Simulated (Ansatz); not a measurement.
## Element substitutions in WS2

The reference is WS2 in the 2H-MoS2 type structure (space group P6_3/mmc, No. 194; a = 3.1149 Å, c = 11.7733 Å; layered, stacked along the Cartesian z axis).

Each row replaces one element on all its sites; cell and atoms are relaxed.

The values are results of PBEsol-D3(BJ), PAW, 420 eV (Ansatz, a program for electronic structure; without spin-orbit coupling), earlier PAW set, not measurements.

Q: Only one of these keeps a band gap. Which?
A) W → Re
B) S → Cl
C) W → Mo

A: C, W → Mo. Computed: W → Re: zero; W → Mo: 0.52 eV; S → Cl: zero

Spin-orbit coupling, missing from the scalar runs, can matter with W. No phonon test of stability was made. As relaxed here, ReS2 and WCl2 are hypothetical phases, not in the database extracts checked. No Hubbard U is applied, and correlation can decide whether such a compound is a metal. The final runs are not spin-polarised. ReS2 and WCl2 have a high density of states at the Fermi level and may be magnetic at this level.
